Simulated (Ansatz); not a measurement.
## A computed series for AlN: response to strain

Take AlN in the wurtzite structure (space group P6_3mc, No. 186; a = 3.089 Å, c = 4.943 Å) as the base.

Strains are applied to the cell and any free atomic positions relax.

Level of theory: LDA/PAW in Ansatz (an electronic-structure program), no spin-orbit coupling.

Notes on the quantities. pressure: mean of the normal stresses, compression positive.

```csv
isotropic strain (%),pressure (GPa)
0,0.0
0.6,-3.7
1.2,?
1.8,-10.2
2.4,-13.1
3,-15.7
```

Fit P = P₀ − Bδ + Cδ² with δ = (1 + ε)³ − 1 to the rows shown and predict the withheld row.

Least squares on the printed values gives P₀ = 0.0 GPa, B = 210 GPa (at held cell shape), C = 438 GPa (largest residual 0.0 GPa); this predicts -7.1 GPa, and the run gives -7.0 GPa, in agreement.

Stability against distortions was not tested.
